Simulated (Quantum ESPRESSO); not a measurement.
Equation of state of wurtzite AlN (space group 186): energy against volume (Quantum ESPRESSO, PBE)

```yaml
crystal:
  lattice:
    - [3.05470, 0.00000, 0.00000]
    - [-1.52735, 2.64545, 0.00000]
    - [0.00000, 0.00000, 4.89145]
  atoms:
    - { symbol: Al, position: [0.33333, 0.66667, 0.00000] }
    - { symbol: Al, position: [0.66667, 0.33333, 0.50000] }
    - { symbol: N, position: [0.33333, 0.66667, 0.38200] }
    - { symbol: N, position: [0.66667, 0.33333, 0.88200] }
```

Level of theory: PBE, GBRV 1.5 ultrasoft (PBE) pseudopotentials (plane waves; Quantum ESPRESSO 7.5). Settings: ecutwfc = 52 Ry; ecutrho = 260 Ry; occupations = smearing; smearing = fd; degauss = 0.000734986 Ry; potentials = {Al: al_pbe_v1.uspp.F.UPF, N: n_pbe_v1.2.uspp.F.UPF}; K_POINTS = automatic 12 12 7 0 0 0; conv_thr = 1e-10 Ry; mixing_beta = 0.7. The cell above is the first row's. The rows scale it uniformly. In all rows fractional positions and the k mesh are held. E is the free energy at the stated smearing, counted from the lowest row.

```
V (Å^3/atom)  E (meV/atom)
------------  ------------
9.882                39.73
10.097               20.18
10.312                7.48
10.526                0.95
10.741                0.00
10.956                4.12
11.171               12.82
11.386               25.66
11.601                   ?
```

Fit E against V with the third-order Birch-Murnaghan form, a cubic in V^(-2/3), and predict the withheld value at V = 11.601.

With u = V^(-2/3) - 0.207, the rows have u = 0.010155, 0.007061, 0.004076, 0.001205, -0.001583, -0.004279, -0.006889, -0.009416. Least squares gives E = -0.101 + 471.43·u + 340276·u² - 42347·u³. Residuals (row less fit): -0.003, 0.002, 0.009, -0.011, -0.006, 0.005, 0.006, -0.005; standard error 0.009 (degrees of freedom: 4). Its minimum lies at u = -0.000693, so V0 = (0.206307)^(-3/2) = 10.67. There d²E/du² = 680700 and d³E/du³ = -254100, so B0 = (4/9) × 10.67^(-7/3) × 680700 × 0.160218 = 193 GPa (the last factor turns the table's units into GPa), and B0' = 4 + (2/3) × 0.206307 × (-254100)/680700 = 3.9. The program's pressures in the fitted runs (not shown) pass through zero at V = 10.66, 0.06 % from this V0. At the withheld row, u = -0.011864, so E = -0.101 + 471.43 × (-0.011864) + 340276 × (-0.011864)² - 42347 × (-0.011864)³ = 42.272 meV/atom. The calculation gives 42.23 meV/atom, 0.042 meV/atom below the prediction (0.1 % of the range of E in the table). The row lies outside the fitted rows, so this is an extrapolation. From the scatter of the fitted rows alone, a prediction at this place has a standard error of 0.022 meV/atom, so the miss is 1.9 times that.

Carrying the step between the two nearest rows on in a straight line would have given 38.50, off by 3.73; series whose last step already gives the withheld value aren't shown. The scan was laid around a cell of about the measured size, scaled by a guess for this functional; axis ratios and inner coordinates come from that cell. The runs keep the symmetry of the cell, so they don't test it for distortions. The shape of the cell and the inner coordinates aren't relaxed, so V0 and B0 belong to this uniform scaling; a relaxed crystal lies no higher in energy and is usually softer (forces reach 0.05 eV/Å in these rows). Cutoffs and mesh are single choices, not tested for convergence of this quantity. Series with a scatter that would blur these digits, or in which a gap closes, are not shown. Nor are scans whose minimum lies at an end fitted in this form.
